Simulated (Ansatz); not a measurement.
Worked example: zone-centre phonon calculation of LaNiGe₃ (I4mm, 5 atoms in the cell) in Ansatz (a program for electronic structure).

Method: LDA (PW92), default PAW files made with PBE (plane waves; Ansatz).

```xyz
5
Lattice="-2.1944 2.1944 4.8265 2.1944 -2.1944 4.8265 2.1944 2.1944 -4.8265" Properties=species:S:1:pos:R:3 pbc="T T T"
La     0.0000     0.0000     5.5206
Ni     0.0000     0.0000     2.2597
Ge     0.0000     2.1944     3.1848
Ge     2.1944     0.0000     3.1848
Ge     0.0000     0.0000     9.5658
```

Reference input (self-consistent single point, DFT, LDA (PW92), plane waves, default PAW files made with PBE): basis.ecutwfc = 420 eV; kpoints.mp_grid.grid = 8 8 8; hamiltonian.xc = lda; hamiltonian.pseudopotentials = {kind: paw} (the program's default PAW files); scf.occupations.method = gaussian; scf.occupations.width = 0.1 eV. This run's input differs from it in these lines:

```diff
@@ -21,6 +21,5 @@
   occupations: { method: gaussian, width: 0.1 }
-output:
-  forces: true
-  eigenvalues: true
-  stress: true
+  convergence: { dr2_threshold: 1.0e-03 eV }
+phonons:
+  method: dfpt
```

The program printed (abridged):

```
SCF iter   1: F=—  HF=-24500.164987 eV  |F-HF|=—  |Δ(HF+E_count)|=         —  Δρ=1.02e-2  dr2=5.68e-2  ethr=1.77e-3  ⟨swp⟩=5.8  Hψ=13485  notcnv=0
all-band conjugate gradients solve this SCF's bands
preconditioner: auto → Kerker (q_TF=auto, 2.608 Å⁻¹)
SCF iter   2: F=—  HF=-24500.154356 eV  |F-HF|=—  |Δ(HF+E_count)|=   1.06e-2  Δρ=3.70e-3  dr2=1.24e-2  ethr=8.00e-5  ⟨swp⟩=2.0  Hψ=8729  notcnv=0  defer=196
SCF iter   3: F=—  HF=-24500.150843 eV  |F-HF|=—  |Δ(HF+E_count)|=   3.51e-3  Δρ=1.66e-3  dr2=2.55e-3  ethr=1.75e-5  ⟨swp⟩=2.0  Hψ=5437  notcnv=0  defer=196
SCF iter   4: F=—  HF=-24500.149998 eV  |F-HF|=—  |Δ(HF+E_count)|=   8.44e-4  Δρ=3.54e-4  dr2=1.13e-4  ethr=3.60e-6  ⟨swp⟩=2.0  Hψ=7025  notcnv=0  defer=196
SCF iter   5: F=—  HF=-24500.149969 eV  |F-HF|=—  |Δ(HF+E_count)|=   2.93e-5  Δρ=1.81e-4  dr2=2.57e-5  ethr=1.59e-7  ⟨swp⟩=2.0  Hψ=7119  notcnv=0  defer=196
SCF iter   6: F=-24500.149957 eV  HF=-24500.149958 eV  |F-HF|=1.08e-6  |Δ(HF+E_count)|=   1.14e-5  Δρ=4.45e-5  dr2=2.71e-6  ethr=3.62e-8  ⟨swp⟩=15.9  Hψ=41449  notcnv=0
SCF 1 converged in 6 iterations: F = -24500.149957 eV  dr2 = 2.71e-6
DFPT response loops at Γ: preconditioner auto → Kerker (q_TF=auto, 2.608 Å⁻¹) (partly filled bands, converged f_vac=0.000) …
Free energy (F): -24500.149957 eV
Internal energy: -24500.144133 eV  (E = F + TS)
E sigma→0 (E₀):  -24500.147045 eV
Entropy (-TS):   -0.005823 eV (-1.165 meV/atom)
Fermi energy:    13.300669 eV
--- Phonons (Γ-DFPT): 9 representative perturbations + reference, on 95 of 512 k-points (Σ response iterations 28) ---
  k mesh reduced under 4 symmetry operations, with k and −k counted as one. Each operation leaves every solved displacement unchanged or reverses it
  ASR residual: 3.184e-2 → 0.000e0 eV/Å²; symmetrization residual: 1.275e-6 eV/Å²
  ASR residual per site (eV/Å²): 2.61e-2 3.18e-2 8.41e-3 8.41e-3 7.01e-3
  Γ frequencies (cm⁻¹): 0.00 0.00 0.00 99.49 99.49 112.37 120.69 120.69 158.85 167.33 167.33 212.45 235.15 239.65 239.65
  non-analytic LO–TO correction: not included (Born effective charges unavailable; polar crystals: no LO–TO splitting at Γ)
```

The run converged in 6 iterations. 

Summary of the result:
| Item | Result |
|---|---|
| Free energy E − TS (on the zero of these files) | -24500.1500 eV |
| Fermi level (on the code's own zero) | 13.30 eV |
| Zone-centre frequencies (cm⁻¹; negative means imaginary) | 0, 0, 0, 99, 99, 112, 121, 121, 159, 167, 167, 212, 235, 240, 240 |

The starting cell comes from a database of computed structures (which also holds hypothetical and non-ambient phases and stackings), without a prior relaxation at this level. Its lattice was rescaled by up to half a per cent. Spin polarisation is off.

Cost on one core of a shared machine: roughly 10 min.

Keys are those of Ansatz 0.2.
